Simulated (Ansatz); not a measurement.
The starting structures come from a database of crystals and need not be the phases stable at ambient conditions.

**Evanescent states of MgPdF$_{6}$ (R-3, not sure to be the ambient phase, 8 atoms a cell, 11.9 Å³ an atom) along the normal of (100)**

Calculation: PBEsol (plane waves, PAW; Ansatz, a quantum-chemistry and plane-wave program).

The gap is the functional's own. No spin-orbit coupling. Mid-gap values are interpolated on the energy grid.

Energies count from the valence-band top; κ is the least over a 6×4 mesh across the current.

| E (eV) | κ (1/Å) | where |
|---|---|---|
| 0.06 | 0.199 | off Γ |
| 0.17 | 0.334 | off Γ |
| 0.28 | 0.423 | off Γ |
| 0.39 | 0.496 | off Γ |
| 0.49 | 0.516 | off Γ |
| 0.60 | 0.524 | off Γ |
| 0.71 | 0.529 | off Γ |
| 0.82 | 0.531 | off Γ |
| 0.94 | 0.530 | off Γ |
| 1.04 | 0.526 | off Γ |
| 1.16 | 0.519 | off Γ |
| 1.26 | 0.508 | off Γ |
| 1.38 | 0.493 | off Γ |
| 1.49 | 0.474 | off Γ |
| 1.59 | 0.449 | off Γ |
| 1.71 | 0.413 | off Γ |
| 1.81 | 0.342 | off Γ |
| 1.93 | 0.134 | off Γ |

**Question.** How thick must the barrier be to attenuate the transmission by 10^6 when the electrodes' Fermi level lies at 1.59 eV, and what attenuation does that film give at 1.49 eV?

**Answer.** d = 6 ln 10 / (2 × 0.449) = 15.4 Å. At 1.49 eV it gives 6 × 0.474/0.449 = 6.3 decades.
